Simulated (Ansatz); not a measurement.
Sc2B2P (model structure, started from the Ti2InB2 type, P-6m2, No. 187, 5 atoms in the cell), treated with PBEsol (PAW; Ansatz, a first-principles code).

Excerpt of the program's output:

```
Relaxation: its limit of steps is 80 (relax.max_steps)
Crystal: 5 atoms, lattice volume = 62.297 Å³
Basis set: ecut = 520 eV, 1653 PW (Γ), exchange–correlation on 48×48×108 points (8 copies of the dense FFT grid, shifted against one another)
Bands: 22, of which v1, the nominal top of the filled ones, is band 17 counted from 1 (16 counted from 0)
Symmetry: 12 space group operations
Space group: P-6m2 (ITA 187), of the structure as read, at distance tolerance 4.0e-5 Å
k-points: 305 of 4608 (time reversal used)
Functional: x = pbesol(κ = 0.804, μ = 0.12345679012345678), c = pbesol(β = 0.046)
SCF iter   1: F=—  HF=-5272.764610 eV  |F-HF|=—  |Δ(HF+E_count)|=         —  Δρ=5.82e-3  dr2=3.53e-2
SCF iter   2: F=—  HF=-5272.758319 eV  |F-HF|=—  |Δ(HF+E_count)|=   6.29e-3  Δρ=2.88e-3  dr2=5.43e-3
  ...
SCF 1 converged in 7 iterations: F = -5272.757129 eV  dr2 = 5.32e-9
Crystal: 5 atoms, lattice volume = 62.297 Å³
Initial density: handed on by an earlier stage of this run
SCF 2 converged in 4 iterations: F = -5272.757245 eV  dr2 = 1.58e-7
Crystal: 5 atoms, lattice volume = 62.297 Å³
SCF 3 converged in 5 iterations: F = -5272.757297 eV  dr2 = 4.90e-9
Crystal: 5 atoms, lattice volume = 62.297 Å³
SCF 4 converged in 5 iterations: F = -5272.757301 eV  dr2 = 1.17e-9
Crystal: 5 atoms, lattice volume = 62.297 Å³
SCF iter   4: F=—  HF=-5272.757301 eV  |F-HF|=—  |Δ(HF+E_count)|=  1.18e-11  Δρ=1.43e-7  dr2=2.74e-11
SCF iter   5: F=-5272.757301 eV  HF=-5272.757301 eV  |F-HF|=1.82e-12  |Δ(HF+E_count)|=  4.55e-12  Δρ=3.76e-8  dr2=1.00e-12
SCF 5 converged in 5 iterations: F = -5272.757301 eV  dr2 = 1.00e-12
SCF converged after 5 iterations
Free energy (F): -5272.757301 eV
Internal energy: -5272.739768 eV  (E = F + TS)
E sigma→0 (E₀):  -5272.748534 eV
Fermi energy:    12.079769 eV
--- Forces (eV/Å), atoms counted from 1 ---
  atom   1  Sc    -0.00000000    -0.00000000    -0.00016066
  atom   2  Sc    -0.00000000     0.00000000     0.00016066
  atom   3  P     -0.00000000     0.00000000     0.00000000
  atom   4  B      0.00000000     0.00000000     0.00000000
  atom   5  B      0.00000000    -0.00000000     0.00000000
--- Stress (GPa, compression-positive) ---
        3.122627      -0.000000       0.000000
        0.000000       3.122627       0.000000
        0.000000       0.000000       3.128173
  P = ⅓ Tr σ = 3.1245 GPa (31.245 kbar)
```

Write an input file that could have produced this run (the log leaves some choices open).

One answer among several that fit: 
Ansatz 0.2 input:
```yaml
crystal:
  lattice:
    - [3.1698971431, 0.0, 0.0]
    - [-1.5849485715, 2.7452114533, 0.0]
    - [0.0, 0.0, 7.1589054775]
  atoms:
    - { symbol: Sc, position: [0.3333333333, 0.6666666667, 0.7363383224] }
    - { symbol: Sc, position: [0.3333333333, 0.6666666667, 0.2636616776] }
    - { symbol: P, position: [0.0, 0.0, 0.0] }
    - { symbol: B, position: [0.0, 0.0, 0.5] }
    - { symbol: B, position: [0.6666666667, 0.3333333333, 0.5] }
basis:
  ecutwfc: 520
  ecutrho_ratio: 4
  xc_grid: 2
kpoints:
  mp_grid: { grid: [24, 24, 8] }
hamiltonian:
  xc: pbesol
  dispersion: none
  pseudopotentials: { kind: paw }
scf:
  occupations: { method: fermi_dirac, width: 0.05 }
output:
  forces: true
  stress: true
  eigenvalues: true
relax:
  f_tol: 0.004
  escape_saddle: false
  max_steps: 80
  cell: { stress_tol: 0.02, fix: [volume] }
```

The cell is one volume of an energy–volume scan, off the minimum.

The PAW data were made under PBE.

Note: the relaxation could raise the start's symmetry but not lower it, so the cell can be a saddle point.

The result took very roughly 3 core-minutes.

A model structure was made by putting elements into a prototype or built by hand; it is no filed structure, need not be a known phase, and can be a saddle point held by its symmetry.
